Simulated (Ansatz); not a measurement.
End structure of Cl on the 1x1 (111) surface of fcc Ir, one in a 2x1 cell, started at the site 'hollow Ir-Ir-Ir over Ir at depth 4.4 Å':

```yaml
crystal:
  lattice:
    - [5.47440, 0.00000, 0.00000]
    - [-1.36860, 2.37048, 0.00000]
    - [0.00000, 0.00000, 26.00000]
  atoms:
    - { symbol: Ir, position: [0.16667, 0.66667, 0.37320] }
    - { symbol: Ir, position: [0.66667, 0.66667, 0.37320] }
    - { symbol: Ir, position: [0.33333, 0.33333, 0.45755] }
    - { symbol: Ir, position: [0.83333, 0.33333, 0.45755] }
    - { symbol: Ir, position: [0.99798, 0.99798, 0.54266] }
    - { symbol: Ir, position: [0.50090, 0.00090, 0.54326] }
    - { symbol: Ir, position: [0.16819, 0.66819, 0.62547] }
    - { symbol: Ir, position: [0.67090, 0.67090, 0.62948] }
    - { symbol: Cl, position: [0.66765, 0.66765, 0.71816] }
```

Slab: 9 atoms, 6.6 Å thick at the start under the adsorbate (thin: gaps and levels are the slab's own); k 6x12x1, smearing 0.1 eV, dipole-corrected; 4 atoms held, the rest relaxed; held to the start's symmetry, so lower structures may exist; no spin, no spin-orbit, no U, no dispersion correction. At the end it is bonded to Ir. In PBE it is, or lies within 0.03 eV of, the lowest of the starts that converged.

A negative adsorption energy means that the adsorbate is more stable on the surface than in its reference.

What is the computed change of the work function (PBE in Ansatz, an electronic-structure program)?

0.28 eV

Predict the change of the step from the bottom to the top vacuum level, against the clean slab from PBE.

0.23 eV

What adsorption energy against ½ Cl2(g) does PBE give?

-0.96 eV

What work function of the top face does PBE give?

5.77 eV
